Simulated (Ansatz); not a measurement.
Functionals compared on CH3 on the 1x1 (0001) surface of corundum (cut with top plane Al), one in a 1x1 cell, started at the site 'top Al', in Ansatz (plane waves, PAW). The structure was relaxed with PBE; the other rows are single points on it, each with its references at the same level. Cutoff 420 eV (500 eV for r2SCAN). The points keep PBE's geometry, so the relaxation of a polaron and the settling of charge on one site are left out.

Host crystal: corundum, with a band gap (PBE, scalar-relativistic without spin-orbit coupling).

Slab: 24 atoms, 6.7 Å thick at the start under the adsorbate (thin: gaps and levels are the slab's own); k 6x6x1, smearing 0.01 eV, dipole-corrected; 9 atoms held, the rest relaxed; start symmetry kept, larger cells not searched; spin-polarised, ending with about 1.0 μB a cell; orders that need a larger cell were not tried, no spin-orbit, no U, no dispersion correction. At the end it is bonded to Al. In PBE it is, or lies within 0.03 eV of, the lowest of the starts that converged. These notes are the PBE run's. r2SCAN: The program's check for a lower electronic state was not made. Adsorption energies are against CH4(g) − ½ H2(g). A negative adsorption energy means that the adsorbate is more stable on the surface than in its reference.

```tsv
functional	adsorption energy (eV)	gap of the slab on its k-mesh (eV)	highest filled level below the top vacuum level (eV)	magnetic moment of the cell (μB)	rough cost of the single point
PBE	2.04	0.19	5.43	1.00	–
r2SCAN	?	?	?	1.00	about 4 core-minutes (a rough figure)
```

Problem. Complete the blanks.

Solution. 
- r2SCAN, adsorption energy (eV): 2.03
- r2SCAN, gap of the slab on its k-mesh (eV): 0.33
- r2SCAN, highest filled level below the top vacuum level (eV): 5.15

Ansatz is a quantum-chemistry and plane-wave program.
